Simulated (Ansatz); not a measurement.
Cell and atoms of amorphous Ti₂₀O₄₃Sb₂:

```yaml
crystal:
  lattice:
    - [9.59072, -0.20703, -0.22096]
    - [-0.20703, 9.38002, -0.04724]
    - [-0.22096, -0.04724, 9.15094]
  atoms:
    - { symbol: Ti, position: [0.86806, 0.91800, 0.22962] }
    - { symbol: Ti, position: [0.67206, 0.26492, 0.80547] }
    - { symbol: Ti, position: [0.40884, 0.04563, 0.73144] }
    - { symbol: Ti, position: [0.41500, 0.47821, 0.87351] }
    - { symbol: Ti, position: [0.14264, 0.28333, 0.02383] }
    - { symbol: Ti, position: [0.90028, 0.41776, 0.52981] }
    - { symbol: Ti, position: [0.42914, 0.81158, 0.46425] }
    - { symbol: Ti, position: [0.61230, 0.64614, 0.17488] }
    - { symbol: Ti, position: [0.79483, 0.29509, 0.16484] }
    - { symbol: Ti, position: [0.96956, 0.57409, 0.14133] }
    - { symbol: Ti, position: [0.73353, 0.90955, 0.90207] }
    - { symbol: Ti, position: [0.37270, 0.80592, 0.94268] }
    - { symbol: Ti, position: [0.16134, 0.29495, 0.69049] }
    - { symbol: Ti, position: [0.18234, 0.86225, 0.26434] }
    - { symbol: Ti, position: [0.09361, 0.59414, 0.79889] }
    - { symbol: Ti, position: [0.18260, 0.51910, 0.36599] }
    - { symbol: Ti, position: [0.18603, 0.14739, 0.40192] }
    - { symbol: Ti, position: [0.86192, 0.79751, 0.59732] }
    - { symbol: Ti, position: [0.40482, 0.32272, 0.22695] }
    - { symbol: Ti, position: [0.05644, 0.95982, 0.80067] }
    - { symbol: O, position: [0.68377, 0.31423, 0.00592] }
    - { symbol: O, position: [0.12879, 0.15136, 0.86593] }
    - { symbol: O, position: [0.26291, 0.13761, 0.61250] }
    - { symbol: O, position: [0.29726, 0.35857, 0.39651] }
    - { symbol: O, position: [0.97042, 0.33690, 0.10034] }
    - { symbol: O, position: [0.80305, 0.10051, 0.19194] }
    - { symbol: O, position: [0.72928, 0.82284, 0.09867] }
    - { symbol: O, position: [0.94540, 0.98767, 0.64360] }
    - { symbol: O, position: [0.77704, 0.32145, 0.38043] }
    - { symbol: O, position: [0.28107, 0.63518, 0.85409] }
    - { symbol: O, position: [0.52293, 0.91368, 0.88926] }
    - { symbol: O, position: [0.28337, 0.85939, 0.10252] }
    - { symbol: O, position: [0.11083, 0.40196, 0.86398] }
    - { symbol: O, position: [0.81661, 0.85923, 0.40393] }
    - { symbol: O, position: [0.17604, 0.52132, 0.17119] }
    - { symbol: O, position: [0.57969, 0.26171, 0.59528] }
    - { symbol: O, position: [0.52062, 0.18780, 0.28397] }
    - { symbol: O, position: [0.30052, 0.97759, 0.38695] }
    - { symbol: O, position: [0.24509, 0.71398, 0.39380] }
    - { symbol: O, position: [0.99421, 0.50934, 0.35399] }
    - { symbol: O, position: [0.22063, 0.19844, 0.19321] }
    - { symbol: O, position: [0.03224, 0.75560, 0.69856] }
    - { symbol: O, position: [0.48212, 0.19047, 0.83627] }
    - { symbol: O, position: [0.51583, 0.48462, 0.24519] }
    - { symbol: O, position: [0.05499, 0.01050, 0.30554] }
    - { symbol: O, position: [0.83283, 0.33403, 0.68981] }
    - { symbol: O, position: [0.58902, 0.47716, 0.78633] }
    - { symbol: O, position: [0.54278, 0.76308, 0.32207] }
    - { symbol: O, position: [0.73604, 0.79965, 0.73786] }
    - { symbol: O, position: [0.97414, 0.60927, 0.94559] }
    - { symbol: O, position: [0.50357, 0.96864, 0.58065] }
    - { symbol: O, position: [0.94030, 0.92654, 0.94512] }
    - { symbol: O, position: [0.32812, 0.39987, 0.70811] }
    - { symbol: O, position: [0.73951, 0.08929, 0.83310] }
    - { symbol: O, position: [0.05552, 0.24822, 0.50304] }
    - { symbol: O, position: [0.49651, 0.64793, 0.00893] }
    - { symbol: O, position: [0.00490, 0.76446, 0.20448] }
    - { symbol: O, position: [0.45717, 0.67991, 0.60081] }
    - { symbol: O, position: [0.80269, 0.59008, 0.55493] }
    - { symbol: O, position: [0.26414, 0.91605, 0.80582] }
    - { symbol: O, position: [0.08365, 0.48759, 0.61608] }
    - { symbol: O, position: [0.77982, 0.54109, 0.16836] }
    - { symbol: O, position: [0.34822, 0.35950, 0.02021] }
    - { symbol: Sb, position: [0.66007, 0.13759, 0.44806] }
    - { symbol: Sb, position: [0.57782, 0.50421, 0.56407] }
```

Methods: PBE, scalar-relativistic without spin-orbit coupling (Ansatz, an electronic-structure program); r2SCAN, scalar-relativistic without spin-orbit coupling (Ansatz); HSE06, scalar-relativistic without spin-orbit coupling (Ansatz). Neutral PBE cell, which sets geometry, pressure and energy: sampling: a 2×2×2 Γ-centred mesh; Fermi-Dirac width 0.02 eV; no spin polarisation. Exact exchange is cut at the faces of this 9 Å cell, which leaves hybrid gaps a finite-size error.

Preparation: random packing, a CHGNet melt and quench, and a DFT relaxation. O atoms were pushed apart under 1.9 Å during the dynamics, to hinder bonds among them. The hot cell started wider than the set density and was brought back towards it in steps. It is the lowest in DFT energy of 2 quenches. It is a model cell: composition and starting density were chosen by hand, and all elements were melted together. No dispersion term was used. Its density started from a set value of 3.81 and ended at 3.81 g/cm³. Cooling (nominally 360 K/ps over its main leg) ran many orders faster than in experiment, which tends to leave more defects and strain. One small periodic cell is one sample of the glass; other quenches scatter about these values. The volume was held where the preparation left it and the shape relaxed. Cycles of charging lowered its energy after that relaxation.

Q: Give the pressure and the spacing of the highest filled and lowest empty levels.

A: 
```yaml
Pressure on a 2×2×2 Γ-centred mesh: 1.51 GPa
Largest force and stress component on that mesh (the relaxation ran on the zone centre alone): 0.12 eV/Å and 2.4 GPa
Gap on a 2×2×2 Γ-centred mesh (PBE): 1.96 eV
Gap at the zone centre (PBE): 2.06 eV
Gap at the zone centre (r2SCAN): 2.26 eV
Gap at the zone centre (HSE06): 3.14 eV
Distance between the nearest levels spread over more than a fifth of the atoms or a third of the atoms of their main element (six at least) (PBE, zone centre): 2.06 eV
```

Q: At PBE and the zone centre, how localised are the states just below and above the Fermi level (participation number: the atoms over which a state spreads)?

A: The highest filled state is spread over 9.6 atoms' worth, largest on Sb65, with weights by element (charge in smoothed Voronoi cells) O 0.65, Sb 0.25, Ti 0.10. The lowest empty state is spread over 14.4 atoms' worth, largest on Ti17, with weights by element (charge in smoothed Voronoi cells) Ti 0.79, O 0.21, Sb 0.00.

Bonds are counted up to Ti-Ti 3.12 Å, Ti-O 2.40 Å, Ti-Sb 3.09 Å, O-O 1.58 Å, O-Sb 2.46 Å, Sb-Sb 3.25 Å. Two cations that share two anions don't count as bonded, nor two that share one unless they lie closer than Ti-Ti 3.04 Å, Ti-Sb 3.01 Å, Sb-Sb 2.97 Å.

Added carriers, by Ansatz with PBE, scalar-relativistic without spin-orbit coupling on the zone centre alone. Charged cells keep the cell fixed and stand in a uniform background, with no image correction, at a width of 0.01 eV; where the count is odd the moment is locked at 1 μB, unless the neutral cell bore moments. Each starts from the undistorted neutral geometry alone. PBE's self-interaction favours spread-out carriers, so it can miss traps that a hybrid finds.

Q: What happens at PBE when the cell takes an extra electron and the atoms relax?

A: Relaxation lowers the charged cell by 0.11 eV. The largest moves are Ti6 0.11 Å, O55 0.08 Å, O48 0.06 Å, Ti14 0.06 Å. The level that holds the added charge spreads over 8.2 atoms' worth, most on Ti17 (weight 0.28): a partly localised carrier. No bond crosses its cut-off with a change of over 0.15 Å (metal-metal contacts aside). Made neutral again at that geometry, the cell lies +0.23 eV from the neutral start.

Q: What happens at PBE when the cell takes a hole and the atoms relax?

A: Relaxation lowers the charged cell by 0.56 eV. The largest moves are O44 0.24 Å, O36 0.22 Å, O58 0.19 Å, O48 0.16 Å. The level that was emptied spreads over 8.4 atoms' worth, most on Sb65 (weight 0.24): a partly localised carrier. No bond crosses its cut-off with a change of over 0.15 Å (metal-metal contacts aside). Made neutral again at that geometry, the cell lies +0.68 eV from the neutral start.
